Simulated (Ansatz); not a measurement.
**Effect of isotropic strain −3.00 % on ZnGeP2**

The parent structure is ZnGeP₂ in the chalcopyrite structure (space group I-42d, No. 122; a = 5.3740 Å, c = 10.6255 Å).

Now apply this change: every lattice vector is shortened by 3.00 %; the atoms relax in the strained cell.

Computed with plane-wave PAW DFT at the LDA level (Ansatz, a quantum-chemistry and plane-wave program, 420 eV), without spin-orbit coupling. Γ-centred 9×9×9 mesh, Fermi–Dirac width 0.05 eV.

```csv
quantity,base,changed,shift
space group,I-42d (No. 122),I-42d (No. 122),–
shortest interatomic distance,2.317 Å,2.244 Å,-0.073 Å
energy relative to the base (free energy F),0 meV/atom,+48 meV/atom,+48 meV/atom
"pressure (mean of the normal stresses, compression positive)",-0.01 GPa,9.97 GPa,+9.98 GPa
band gap,1.00 eV,0.85 eV,-0.155 eV
gap character,"indirect, Γ → M–S (33 % along)","indirect, Γ → M–S (33 % along)",–
smallest direct gap,1.18 eV,0.97 eV,-0.21 eV
mean gap deformation potential ΔEg/Δln V,–,+1.7 eV,–
hole mass,"0.099 mₑ along c, 0.32 mₑ across (at Γ)","0.13 mₑ along c, 0.28 mₑ across (at Γ)",–
"valence-band top at Γ (three highest levels, from the VBM)","0.00, -0.07, -0.07 eV","0.00, -0.06, -0.06 eV",–
```

Final structure:

```
ZnGeP2
1.0
   -2.60637     2.60637     5.15337
    2.60637    -2.60637     5.15337
    2.60637     2.60637    -5.15337
Zn Ge P
2 2 4
Direct
  0.00000   0.00000   0.00000
  0.75000   0.25000   0.50000
  0.50000   0.50000   0.00000
  0.25000   0.75000   0.50000
  0.87500   0.87651   0.50151
  0.12349   0.62500   0.99849
  0.37500   0.37349   0.49849
  0.62651   0.12500   0.00151
```

Masses are band curvatures over ±0.01 Å⁻¹ around the edge. No phonon test of stability was made.
